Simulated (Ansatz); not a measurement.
**Fermi-surface data of VN (Fm-3m)**

Data:

```
VN
1.0
    0.00000     2.03653     2.03653
    2.03653     0.00000     2.03653
    2.03653     2.03653     0.00000
V N
1 1
Direct
  0.50000   0.50000   0.50000
  0.00000   0.00000   0.00000
```

Calculation: PBEsol, rigid bands (plane waves, PAW, scalar-relativistic; Ansatz, a first-principles code). Geometry: cell and atoms relaxed with PBEsol.

```yaml
density of states at the Fermi level: 1.59 states/(eV·cell), both spins
bare Sommerfeld coefficient: 1.87 mJ/(mol of atoms·K²)
drude_plasma_energy: 8.0 eV
root-mean-square Fermi velocity: 5.1e5 m/s
resistivity times τ: 7.6 ×10⁻²² Ω·m·s
```

A metal at this level (no band gap); rigid bands, thermally averaged at 300 K, both spins. Spin-orbit coupling is left out. τ is one relaxation time for all states.

Treated as nonmagnetic (a ferromagnetic start lost its moment, other orders weren't tried): VN (Fm-3m).
